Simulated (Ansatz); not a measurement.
Take PtSe2 in the CdI2 type structure (space group P-3m1, No. 164; a = 3.7352 Å, c = 5.2073 Å; layered, stacked along the Cartesian z axis; relaxed with 0.1 eV smearing) as the base. Axes: x lies along a and z along c of the hexagonal cell.

Calculations: Ansatz (a program for electronic structure) r2SCAN+rVV10, no SOC.

Now apply this change: tensile biaxial strain of 1.86 % in the plane normal to [001], as in epitaxy on a mismatched substrate; the out-of-plane cell vector and the atoms relax.

**Question.** Predict the new out-of-plane strain and in-plane stress.

**Answer.** The out-of-plane strain amounts to -3.91 %; the mean in-plane stress (compression positive) amounts to -3.2 GPa.

Whether these cells are dynamically stable was not tested. The final runs are not spin-polarised.
